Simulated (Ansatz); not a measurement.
**A computed series for SnO2: response to strain**

Start from SnO2 in the rutile structure (space group P4_2/mnm, No. 136).

```yaml
crystal:
  lattice:
    - [4.76919, 0.00000, 0.00000]
    - [0.00000, 4.76919, 0.00000]
    - [0.00000, 0.00000, 3.21201]
  atoms:
    - { symbol: Sn, position: [0.00000, 0.00000, 0.00000] }
    - { symbol: Sn, position: [0.50000, 0.50000, 0.50000] }
    - { symbol: O, position: [0.30628, 0.30628, 0.00000] }
    - { symbol: O, position: [0.80628, 0.19372, 0.50000] }
    - { symbol: O, position: [0.19372, 0.80628, 0.50000] }
    - { symbol: O, position: [0.69372, 0.69372, 0.00000] }
```

Cartesian axes are those of the cell as printed.

Strains are applied to the cell and any free atomic positions relax; under stress the whole cell relaxes.

All numbers come from PBEsol (Ansatz, a quantum-chemistry and plane-wave program, PAW, without spin-orbit coupling).

Candidates:
(a) strain tensor (xx, yy, zz, yz, xz, xy) = (+0.50, +1.55, −3.50, −0.08, +0.79, +0.36) %
(b) uniaxial stress, 3 GPa tension along z
(c) isotropic strain +3.67 %

Notes on the quantities. energy relative to the base: free energy F.

### Question
Order them by energy relative to the base, highest first.

### Answer
(c) isotropic strain +3.67 % (+78 meV/atom), (a) strain tensor (xx, yy, zz, yz, xz, xy) = (+0.50, +1.55, −3.50, −0.08, +0.79, +0.36) % (+17 meV/atom), (b) uniaxial stress, 3 GPa tension along z (+1.1 meV/atom)

Beyond what the load breaks, stability against distortions was not tested. All final runs are without spin polarisation.
